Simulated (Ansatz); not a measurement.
# SiC: alloy series

The parent structure is SiC in the zinc blende structure (space group F-43m, No. 216).

```
CELL_PARAMETERS angstrom
      0.00000     2.17839     2.17839
      2.17839     0.00000     2.17839
      2.17839     2.17839     0.00000
ATOMIC_POSITIONS crystal
  C  0.75000 0.75000 0.75000
  Si 0.00000 0.00000 0.00000
```

The other end (x = 1) is AlC in the zinc blende structure (space group F-43m, No. 216; a hypothetical phase, not in the database extracts checked): 12.40 Å³/atom, gap zero; this end may not be an ambient phase.

Al replaces a fraction x of Si; each row is one arrangement (x, atoms in the cell, starting space group or random), fully relaxed.

Computed with PBEsol (Ansatz, a quantum-chemistry and plane-wave program), no spin-orbit coupling.

Candidates:
(a) x(Al) = 0.75, 8 atoms, Amm2
(b) x(Al) = 0.25, 8 atoms, P-4m2
(c) x(Al) = 0.5, 8 atoms, Pmn2_1
(d) x(Al) = 0.25, 8 atoms, R3m

Notes on the quantities. deviation of the volume from the linear: Vegard-type) interpolation.

Order them by deviation of the volume from the linear, lowest first.

(a) x(Al) = 0.75, 8 atoms, Amm2 (-2.0 %), (c) x(Al) = 0.5, 8 atoms, Pmn2_1 (-1.1 %), (d) x(Al) = 0.25, 8 atoms, R3m (-0.8 %), (b) x(Al) = 0.25, 8 atoms, P-4m2 (-0.6 %)

Each cell is one ordered arrangement of few atoms, which overstates ordering effects compared with a random alloy. Whether these cells are dynamically stable was not tested. The final runs are not spin-polarised. An odd electron count without spin: Al3SiC4, AlC and AlSi3C4.
